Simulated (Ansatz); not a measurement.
## Ga2O3 under a change: isotropic strain +0.75 %

The parent structure is Ga2O3 in the corundum structure (space group R-3c, No. 167; a = 5.000 Å, c = 13.449 Å (hexagonal axes)).

It is then changed as follows: an isotropic linear strain of +0.75 %, atoms relaxed at fixed cell.

Method: PBEsol (Ansatz, a program for electronic structure, PAW, scalar-relativistic without spin-orbit coupling). Γ-centred 8×8×8 mesh, Fermi–Dirac width 0.05 eV.

- Volume per atom: 9.93 Å³ (base 9.71 Å³)
- Space group: R-3c (No. 167) (base R-3c (No. 167))
- Shortest interatomic distance: 1.945 Å (base 1.931 Å)
- Energy relative to the base (free energy F): +3.3 meV/atom
- Pressure (mean of the normal stresses, compression positive): -4.70 GPa (base 0.00 GPa)
- Band gap: 2.47 eV (base 2.70 eV)
- Gap character: indirect, Γ–S₀ (50 % along) → Γ (base indirect, Γ–S₀ (50 % along) → Γ)
- Smallest direct gap: 2.71 eV (base 2.95 eV)
- Mean gap deformation potential ΔEg/Δln V: -10.4 eV
- Width of the top valence band: 0.45 eV (base 0.45 eV)
- Electron mass: 0.21 mₑ (at Γ) (base 0.22 mₑ (at Γ))

Masses are band curvatures over ±0.01 Å⁻¹ around the edge. Whether these cells are dynamically stable was not tested.
